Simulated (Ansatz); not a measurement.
## PBE against r2SCAN: Ti3Al, isotropic strain +5.44 %

The reference is Ti₃Al (space group P6_3/mmc, No. 194; a = 5.7553 Å, c = 4.6546 Å).

(Cell as relaxed with PBE.)

Levels (all Ansatz, a program for electronic structure, PAW, earlier PAW set): PBE (420 eV, no SOC); r2SCAN (500 eV, no SOC).

Each level relaxes its own structure.

```json
[
 {"base": "volume per atom", "PBE": "16.69 Å³", "r2SCAN": "16.56 Å³"},
 {"base": "lattice parameter a", "PBE": "5.755 Å", "r2SCAN": "5.747 Å"},
 {"base": "band gap", "PBE": "zero", "r2SCAN": "zero"}
]
```

Now apply this change: the cell is scaled by 1.0544 in all directions; the atoms relax in the strained cell.

```csv
quantity,PBE,r2SCAN
energy relative to the base (free energy F),+137 meV/atom,(withheld)
"pressure (mean of the normal stresses, compression positive)",-13.4 GPa,(withheld)
band gap,zero,(withheld)
```

Q: Given the PBE results, estimate those of r2SCAN.

A: 
- energy relative to the base (free energy F), r2SCAN: +145 meV/atom
- pressure (mean of the normal stresses, compression positive), r2SCAN: -14.3 GPa
- band gap, r2SCAN: zero

PBE's energy relative to the base lies 7.8 meV/atom below r2SCAN's; PBE's pressure lies 0.9 GPa above r2SCAN's; the two agree on the band gap. Neither level is exact; r2SCAN is the comparison here, not a measurement.

Stability against distortions was not tested. All final runs are without spin polarisation.
